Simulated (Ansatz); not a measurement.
## Ta in the diamond structure (space group Fd-3m, No. 227; a hypothetical phase, not in the database extracts checked)

Ta is taken in the cubic space group Fd-3m, origin choice 1 (No. 227), the diamond structure, Pearson symbol cF8. Conventional cell: a = b = c = 6.003 Å, α = β = γ = 90.00°. Ta on 8a is coordinated by 4 Ta at 2.600 Å (tetrahedral). (Neighbours: up to the widest gap in distance over summed covalent radii, below 1.35, at either atom.)
(The calculation used a cell of 2 atoms; values per cell refer to that cell.)

All numbers come from DFT with PBEsol, PAW potentials and a 420 eV plane-wave cutoff in Ansatz (an electronic-structure program), no SOC. Settings: 13×13×13 k-points, 0.05 eV Fermi–Dirac smearing.

The volume per atom is 27.05 Å³, the density is 11.11 g/cm³ and the band gap comes out as zero. The total energy comes out as -9803.457 eV/atom (σ→0; compares only within this code and set-up).

Whether these cells are dynamically stable was not tested. All final runs are without spin polarisation. Ta has a high density of states at the Fermi level and may be magnetic at this level.
